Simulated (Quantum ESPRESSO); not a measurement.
A working Quantum ESPRESSO input for TiBr3 (R-3, 8 atoms in the cell) (DFT, LDA (PW92), plane waves, PseudoDojo standard norm-conserving (LDA) pseudopotentials):

```fortran
&control
    calculation = 'scf'
    prefix = 'tibr3'
    outdir = './out'
    pseudo_dir = './'
    tprnfor = .true.
    tstress = .true.
/
&system
    ibrav = 0
    nat = 8
    ntyp = 2
    ecutwfc = 85
    occupations = 'smearing'
    smearing = 'fermi-dirac'
    degauss = 0.0036749
/
&electrons
    conv_thr = 1.0d-9
    mixing_beta = 0.3
/
ATOMIC_SPECIES
Br    79.9040  Br.upf
Ti    47.8670  Ti.upf
ATOMIC_POSITIONS bohr
Br    1.8619544036    3.5402198420   14.5426471910
Br   -3.9968975199   -0.1576101068   14.5426471910
Br    2.1349431163   -3.3826097352   14.5426471910
Br   -1.8619544036   -3.5402198420   20.6667318527
Br    3.9968975199    0.1576101068   20.6667318527
Br   -2.1349431163    3.3826097352   20.6667318527
Ti    0.0000000000    0.0000000000   11.7458488490
Ti    0.0000000000    0.0000000000   23.4635301948
K_POINTS automatic
3 3 3  0 0 0
CELL_PARAMETERS angstrom
   3.2390001254     1.8700375943     6.2106670000
  -3.2390001254     1.8700375943     6.2106670000
   0.0000000000    -3.7400751886     6.2106670000
```

The run converged in 12 iterations: free energy E − TS -5815.9337 eV; Fermi level (on the code's own zero) 5.21 eV; pressure -4.02 GPa; largest force (vector length) 0.384 eV/Å. Each of these slips is then made, one at a time:

(1)
```diff
-    nat = 8
+    nat = 7
```

(2)
```diff
-    degauss = 0.0036749
```

Problem. What happens in each case?

Solution. 
(1) An atom count that does not match the list of atoms. The run converged in 15 iterations without an error; against the sound input the pressure goes from -4.02 to -5.96 GPa and the largest force goes from 0.384 to 0.966 eV/Å. The full log also holds: “Warning: card TI    0.0000000000    0.0000000000   23.4635301948 ignored”.

(2) Smearing without a width. The program stopped before any SCF iteration.
```
Error in routine  set_occupations (1):
smearing requires a value for gaussian broadening (degauss)
```

The starting cell comes from a database of published, mostly measured structures (it also holds non-ambient and calculated ones), without a prior relaxation at this level. Spin polarisation is off, so a magnetic state, if there is one, cannot be reached. In the base run, with a pressure of about -4 GPa the cell is away from its equilibrium volume at this level.

Left out of this page: 4 runs of the series outside the window shown, repeating another row's setting, or not comparable.
